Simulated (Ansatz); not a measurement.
**Element substitutions in Rb2ScAgCl6**

Consider Rb2ScAgCl6 (space group Fm-3m, No. 225; a = 10.238 Å; a cell from a computed database, its experimental status unchecked).

Each row replaces one element on all its sites; cell and atoms are relaxed.

Calculations: plane-wave PAW DFT at the PBEsol level (Ansatz, a quantum-chemistry and plane-wave program, 420 eV), no spin-orbit coupling.

```json
[
 {"case": "base", "band gap": "3.11 eV", "density": "3.32 g/cm³", "shortest interatomic distance": "2.466 Å"},
 {"case": "Ag → Au", "band gap": "1.88 eV", "density": "3.85 g/cm³", "shortest interatomic distance": "2.469 Å"},
 {"case": "Sc → K", "band gap": "…", "density": "2.88 g/cm³", "shortest interatomic distance": "…"},
 {"case": "Rb → Cs", "band gap": "…", "density": "3.82 g/cm³", "shortest interatomic distance": "2.476 Å"}
]
```

### Question
Some entries are withheld; estimate them.

### Answer

- Sc → K, band gap: zero
- Sc → K, shortest interatomic distance: 2.457 Å
- Rb → Cs, band gap: 3.18 eV

Other magnetic orders, which the real material may have, were not ruled out. With Au present, leaving out spin-orbit coupling can change the band edges. No phonon test of stability was made. As relaxed here, Rb2KAgCl6 is a hypothetical phase, not in the database extracts checked. For Rb2ScAuCl6 and Cs2ScAgCl6 in this form, whether it has been made was not checked. No Hubbard U is applied, and correlation can decide whether such a compound is a metal. Spin-polarised in the final run: Rb2KAgCl6; the other runs are not.
